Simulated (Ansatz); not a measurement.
**TaN, element substitutions**

Consider TaN in the rock salt structure (space group Fm-3m, No. 225).

Space group Fm-3m (No. 225); a = 4.4161 Å, b = 4.4161 Å, c = 4.4161 Å, α = 90.00°, β = 90.00°, γ = 90.00°

```tsv
atom	site	symmetry	x	y	z
N	4a	m-3m	0.0000	0.0000	0.0000
Ta	4b	m-3m	0.5000	0.5000	0.5000
```
(The calculation used a cell of 2 atoms; values per cell refer to that cell.)

Each row replaces one element on all its sites; cell and atoms are relaxed.

All numbers come from PBE (Ansatz, a program for electronic structure; PAW; 420 eV plane waves; scalar-relativistic without spin-orbit coupling), earlier PAW set.

Task: Only one of these has a band gap. Which?
A. N → F
B. Ta → Y
C. N → Bi

Result: B, Ta → Y. Computed: N → F: zero; Ta → Y: 0.21 eV; N → Bi: zero

Whether these cells are dynamically stable was not tested. As relaxed here, TaF and TaBi are hypothetical phases, not in the database extracts checked. No Hubbard U is applied, and correlation can decide whether such a compound is a metal. All final runs are without spin polarisation. TaF and TaBi have a high density of states at the Fermi level and may be magnetic at this level. This is not the structure that TaN has at room temperature and ambient pressure. A zero or small gap of YN can be the functional's error rather than a property of the material.
